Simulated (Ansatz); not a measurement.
## Hf (model structure, started from the diamond type, Fd-3m, No. 227, 2 atoms in the cell): properties by level of theory

```tsv
level (code)	lattice constant a (Å)	bulk modulus B0 (GPa)	cohesive energy (eV/atom)
LDA (Ansatz)	6.219	31.7	4.79
PBEsol (Ansatz)	6.370	28.5	4.27
r²SCAN (Ansatz)	6.463	22.3	3.38
```

Caveats: the bulk modulus is −V dP/dV from two relaxed cells at ±2 % in volume (LDA, PBEsol, r²SCAN). Ansatz's density-functional and Hartree–Fock values are scalar-relativistic unless marked +SOC, with PAW data made under PBE.

Free atoms are spin-polarised, in the lowest state found; at levels without +SOC their spin–orbit coupling is left out.

Static lattice: no zero-point or thermal effects.

A model structure was made by putting elements into a prototype or built by hand; it is no filed structure, need not be a known phase, and can be a saddle point held by its symmetry.

Ansatz is an electronic-structure program.
